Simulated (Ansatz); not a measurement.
## Response to strain and stress in Cu3Pt

Take Cu$_{3}$Pt in the Cu3Au type structure (space group Pm-3m, No. 221; a = 3.667 Å; relaxed with 0.1 eV smearing) as the base. Axes: x, y, z lie along the cube axes.

Strains are applied to the cell and any free atomic positions relax; under biaxial strain the out-of-plane vector relaxes too; under stress the whole cell relaxes.

Calculations: PBEsol in Ansatz (plane waves to 420 eV, PAW, spin-orbit coupling left out).

Candidates:
(a) uniaxial stress, 3 GPa tension along x
(b) isotropic strain −2.50 %
(c) uniaxial strain ε_xx = +2.91 %
(d) uniaxial strain ε_yy = −0.52 %
(e) biaxial strain +3.59 %, plane normal [111], relaxed out of plane

Notes on the quantities. energy relative to the base: free energy F.

**Question.** Order them by energy relative to the base, highest first.

**Answer.** (b) isotropic strain −2.50 % (+48 meV/atom), (e) biaxial strain +3.59 %, plane normal [111], relaxed out of plane (+30 meV/atom), (c) uniaxial strain ε_xx = +2.91 % (+7.6 meV/atom), (a) uniaxial stress, 3 GPa tension along x (+3.0 meV/atom), (d) uniaxial strain ε_yy = −0.52 % (+0.3 meV/atom)

Stability under load was not tested beyond the relaxation. The final runs are not spin-polarised.

Ansatz is an electronic-structure program.
